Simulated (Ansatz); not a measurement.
# Na: biaxial strain −0.50 %, plane normal [001], relaxed out of plane

Start from Na in the bcc (W type) structure (space group Im-3m, No. 229; a = 4.1735 Å; relaxed with 0.1 eV smearing). Axes: x, y, z lie along the cube axes.

Perturbation: biaxial strain −0.50 %, plane normal [001], relaxed out of plane (Cartesian); in-plane vectors clamped, the third vector and the atoms free.

The values are results of Ansatz (a program for electronic structure) PBEsol, scalar-relativistic without spin-orbit coupling, not measurements. k-mesh 22×22×22 (Γ-centred); smearing 0.1 eV (Fermi–Dirac).

The space group becomes I4/mmm (No. 139) (base: Im-3m (No. 229)) and the shortest interatomic distance drops by 0.002 Å (3.614 Å → 3.612 Å). The energy hardly moves and the pressure (mean of the normal stresses, compression positive) remains 0.0 GPa. The band gap is still zero and the out-of-plane strain amounts to +0.83 %. The mean in-plane stress (compression positive) is 0.0 GPa.

Final structure (turned so that z lies along the plane normal):

```yaml
crystal:
  lattice:
    - [4.15260, 0.00000, 0.00000]
    - [0.00000, 4.15260, 0.00000]
    - [2.07630, -2.07630, 2.10401]
  atoms:
    - { symbol: Na, position: [0.00000, 0.00000, 0.00000] }
```

No phonon test of stability was made.
